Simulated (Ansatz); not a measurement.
Take C in the diamond structure (space group Fd-3m, No. 227; a = 3.560 Å) as the base.

Level of theory: r2SCAN/PAW in Ansatz (a quantum-chemistry and plane-wave program), no spin-orbit coupling.

For the base:

* **Band gap**: 4.36 eV
* **Smallest direct gap**: 5.90 eV
* **Width of the top valence band**: 8.75 eV

Perturbation: every lattice vector is stretched by 0.50 %; the atoms relax in the strained cell.

### Question
What does the calculation give for the band gap, smallest direct gap, energy relative to the base and width of the top valence band after the change?

### Answer
The band gap decreases by 0.035 eV to 4.33 eV; the smallest direct gap falls by 0.042 eV to 5.85 eV; the energy rises by 1.8 meV/atom; the width of the top valence band drops by 0.132 eV (8.75 eV → 8.61 eV).

Whether these cells are dynamically stable was not tested.
